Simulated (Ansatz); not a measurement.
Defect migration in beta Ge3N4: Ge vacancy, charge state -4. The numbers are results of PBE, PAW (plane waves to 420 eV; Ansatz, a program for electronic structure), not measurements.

84-site cell at the relaxed PBE lattice, one k-point at (0.250, 0.250, 0.250), smearing 0.01 eV, spin-restricted, no finite-size correction. Static, classical nuclei. The charge state is imposed; whether it is stable for some Fermi level was not computed. Forms of the defect that were not tried may lie lower.

Barriers: single points on a 2×2×2 k-point mesh shifted by half a step along c at the bands' geometries.

The step: one Ge atom jumps into the vacancy from a nearby Ge site; the atom moves 2.94 Å along (0.00, 0.00, -0.94) of the unit cell; the moving atom starts with neighbours N at 1.78, N at 1.86, N at 1.87, N at 1.91 Å and ends with N at 1.78, N at 1.86, N at 1.88, N at 1.91 Å.

Problem. What is the computed migration barrier of this step (PBE, PAW)?

Solution. 1.43 eV, the same both ways. At the saddle the moving atom has neighbours N at 1.79, 2 N at 1.96, N at 2.29, N at 2.31 Å. The saddle point's order was not checked, and it lies on a symmetry element of the cell, where a band can be held.
